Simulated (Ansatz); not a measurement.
# PbTe, response to strain

Take PbTe in the rock salt structure (space group Fm-3m, No. 225) as the base.

```cif
data_PbTe
_chemical_formula_sum 'Te1 Pb1'
_space_group_name_H-M_alt 'P 1'
_space_group_IT_number 1
_cell_length_a 4.55524
_cell_length_b 4.55524
_cell_length_c 4.55524
_cell_angle_alpha 60.000
_cell_angle_beta 60.000
_cell_angle_gamma 60.000
loop_
_space_group_symop_operation_xyz
  'x, y, z'
loop_
_atom_site_label
_atom_site_type_symbol
_atom_site_fract_x
_atom_site_fract_y
_atom_site_fract_z
_atom_site_occupancy
Te1 Te 0.50000 0.50000 0.50000 1
Pb1 Pb 0.00000 0.00000 0.00000 1
```

Strains are applied to the cell and any free atomic positions relax.

The values are results of PBEsol (Ansatz, a program for electronic structure, PAW, spin-orbit coupling left out), not measurements.

| isotropic strain (%) | band gap (eV) |
|---|---|
| -2.5 | 0.46 |
| -1.5 | 0.54 |
| -1 | 0.58 |
| -0.5 | 0.61 |
| 0 | 0.65 |
| 0.5 | 0.68 |
| 2 | 0.76 |
| 2.5 | ? |
| 3 | 0.81 |

Problem. Fit E_g = E₀ + Dε (ε in %) to the rows shown and predict the withheld row.

Solution. Least squares on the printed values gives E₀ = 0.64 eV, D = 62.8 meV per % of strain (largest residual 0.02 eV); this predicts 0.79 eV, and the run gives 0.79 eV, in agreement.

With Pb and Te present, leaving out spin-orbit coupling can change the band edges. Stability against distortions was not tested.
